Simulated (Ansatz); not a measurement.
Problem. Name crystals whose Seebeck coefficient, p-type 1e19 cm⁻³ lies between 510 and 790 μV/K and whose electron conductivity mass lies between 0.41 and 0.65 mₑ, by Ansatz (an electronic-structure program) with r2SCAN, rigid bands.

Solution. Many crystals can fit; among those computed here:
- CaF₂ (Fm-3m): 553 μV/K, 0.57 mₑ
- NaCl (Fm-3m): 550 μV/K, 0.41 mₑ
- SiO2 (P3_121): 617 μV/K, 0.50 mₑ
- CsCl (Pm-3m): 542 μV/K, 0.61 mₑ
- KCl (Fm-3m): 545 μV/K, 0.45 mₑ

Masses are for dilute carriers at 300 K, harmonic means over directions unless an axis is named. Seebeck coefficients are for the stated density at 300 K, with one relaxation time for all states and whether or not that doping can be reached. Spin-orbit coupling is left out.
